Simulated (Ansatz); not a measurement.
Density of states of NaF (Fm-3m) above the conduction band minimum, PBEsol, rigid bands (Ansatz, an electronic-structure program); cell volume 24.8 Å³.

(energy from edge (eV), 10⁻³ states/eV/cell): (0.006, 5.18); (0.031, 12.4); (0.056, 17.0); (0.081, 20.5); (0.106, 23.8); (0.131, 26.6); (0.156, 29.1); (0.181, 31.6); (0.206, 34.3); (0.231, 36.5); (0.256, 38.4); (0.281, 40.7); (0.319, 43.7); (0.344, 45.3); (0.369, 47.6); (0.394, 49.6); (0.419, 52.2); (0.444, 53.6); (0.469, 55.5); (0.494, 57.8); (0.519, 59.1); (0.544, 61.1); (0.569, 62.8); (0.594, 64.8)

What effective density of states at 300 K does this give (∫ g(E) exp(−E/k_BT) dE, both spins, divided by the cell's size)?

1.1e19 cm⁻³, a density-of-states mass of 0.56 mₑ, valleys and band degeneracy included.

Spin-orbit coupling is left out. Geometry: cell and atoms relaxed with PBEsol.
